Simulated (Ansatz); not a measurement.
Given:

```
TiC
1.0
    3.01067     0.00000     0.00000
    1.50534     2.60732     0.00000
    1.50534    -0.86911     2.49131
Ti C
1 1
Direct
  0.00000   0.00000   0.00000
  0.00000   0.50000   0.50000
```

No spin polarisation.

Level of theory: plane-wave PAW DFT at the PBEsol level (Ansatz, a quantum-chemistry and plane-wave program, 420 eV), spin-orbit coupling left out. Settings: 23×23×23 k-points, 0.1 eV Fermi–Dirac smearing.

Problem. Predict the band gap, in-plane stress and space group.

Solution. 
* **Band gap**: zero
* **Mean in-plane stress (compression positive)**: +4.8 GPa
* **Space group**: R-3m (No. 166)

The cells carry an imposed strain or load. No phonon test of stability was made. All final runs are without spin polarisation. The cell was made from TiC in the rock salt structure (space group Fm-3m, No. 225) by this change: biaxial strain −0.83 %, plane normal [111], relaxed out of plane.
